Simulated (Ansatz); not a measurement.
**InAs: response to strain**

Start from InAs in the zinc blende structure (space group F-43m, No. 216; a = 6.1091 Å).

Strains are applied to the cell and any free atomic positions relax.

Calculations: DFT with r2SCAN, PAW potentials and a 500 eV plane-wave cutoff in Ansatz (an electronic-structure program), spin-orbit coupling left out.

Computed cases, in order: the unstrained base; isotropic strain +1.45 %; isotropic strain +2.20 %; isotropic strain +3.93 %; isotropic strain +5.24 %.

Question: Between which two neighbouring cases does the band gap open or close?

Answer: Between the unstrained base (0.08 eV) and isotropic strain +1.45 % (zero). The whole series: the unstrained base: 0.08 eV; isotropic strain +1.45 %: zero; isotropic strain +2.20 %: zero; isotropic strain +3.93 %: zero; isotropic strain +5.24 %: zero.

A case with no gap was solved on a k-mesh chosen for an insulator, which is coarse for it. Whether these cells are dynamically stable was not tested. The final runs are not spin-polarised. A zero or small gap of InAs can be the functional's error rather than a property of the material.
